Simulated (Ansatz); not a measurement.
Reference: NaF (Fm-3m), PBEsol, rigid bands (plane waves, PAW, scalar-relativistic; Ansatz, a quantum-chemistry and plane-wave program); geometry: cell and atoms relaxed with PBEsol.

```
NaF
1.0
    0.00000     2.31443     2.31443
    2.31443     0.00000     2.31443
    2.31443     2.31443     0.00000
Na F
1 1
Direct
  0.00000   0.00000   0.00000
  0.50000   0.50000   0.50000
```

| Property | Result |
|---|---|
| band gap | 6.20 eV |
| electron conductivity mass | 0.57 mₑ |
| hole conductivity mass | 6.7 mₑ |
| Seebeck coefficient, n-type 1e19 cm⁻³ | -227 μV/K |

Task: Swap Na for K, keeping the structure type. How do these values move?

Result: KF (Fm-3m): volume per atom 12.4 to 18.7 Å³; band gap stays about the same (6.20 eV to 6.15 eV); electron conductivity mass stays about the same (0.57 mₑ to 0.55 mₑ); hole conductivity mass falls (6.7 mₑ to 5.0 mₑ); Seebeck coefficient, n-type 1e19 cm⁻³ stays about the same (-227 μV/K to -223 μV/K).

Task: Swap Na for Li, keeping the structure type. How do these values move?

Result: LiF (Fm-3m): volume per atom 12.4 to 8.0 Å³; band gap rises (6.20 eV to 9.05 eV); electron conductivity mass rises (0.57 mₑ to 0.90 mₑ); hole conductivity mass falls (6.7 mₑ to 3.5 mₑ); Seebeck coefficient, n-type 1e19 cm⁻³ rises in size (-227 μV/K to -283 μV/K).

Task: Replace F by Cl on the same sites and relax. What happens?

Result: NaCl (Fm-3m): volume per atom 12.4 to 22.0 Å³; band gap falls (6.20 eV to 5.01 eV); electron conductivity mass falls (0.57 mₑ to 0.40 mₑ); hole conductivity mass falls (6.7 mₑ to 3.1 mₑ); Seebeck coefficient, n-type 1e19 cm⁻³ falls in size (-227 μV/K to -186 μV/K).

Moves up to 5 % count as about the same. Masses are for dilute carriers at 300 K, harmonic means over directions unless an axis is named. Seebeck coefficients are for the stated density at 300 K, with one relaxation time for all states and whether or not that doping can be reached. Spin-orbit coupling is left out.
